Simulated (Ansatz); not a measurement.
# Effective masses and thermopower of AlP (F-43m)

Given:

```
CELL_PARAMETERS angstrom
      0.00000     2.65008     2.65008
      2.65008     0.00000     2.65008
      2.65008     2.65008     0.00000
ATOMIC_POSITIONS crystal
  Al 0.00000 0.00000 0.00000
  P  0.75000 0.75000 0.75000
```

Level of theory: PBEsol with spin-orbit coupling, rigid bands (plane waves, PAW; Ansatz, an electronic-structure program). Condition of this run: hydrostatic pressure 10 GPa (the target of the relaxation). Geometry: cell and atoms relaxed with PBEsol, then loaded as said.

band gap: 1.23 eV
electron conductivity mass (300 K, dilute): 0.31 mₑ
hole conductivity mass (300 K, dilute): 0.66 mₑ
effective density of states N_c (300 K): 1.6e19 cm⁻³
effective density of states N_v (300 K): 5.8e19 cm⁻³
density-of-states mass, electrons: 0.73 mₑ
density-of-states mass, holes: 1.76 mₑ
Seebeck coefficient, n-type 1e19 cm⁻³, 300 K: -254 μV/K
best n-type power factor at 300 K for τ = 10 fs (best axis; densities from 1e16 to 1e21 cm⁻³ tried, whether or not they can be reached): 7.6 μW/(cm·K²) at 3e19 cm⁻³
Seebeck coefficient, p-type 1e19 cm⁻³, 300 K: 400 μV/K
best p-type power factor at 300 K for τ = 10 fs (best axis; densities from 1e16 to 1e21 cm⁻³ tried, whether or not they can be reached): 24 μW/(cm·K²) at 3e20 cm⁻³

Rigid bands; masses and Seebeck coefficients take one relaxation time τ for all states and one kind of carrier; polarons and phonon drag are left out.
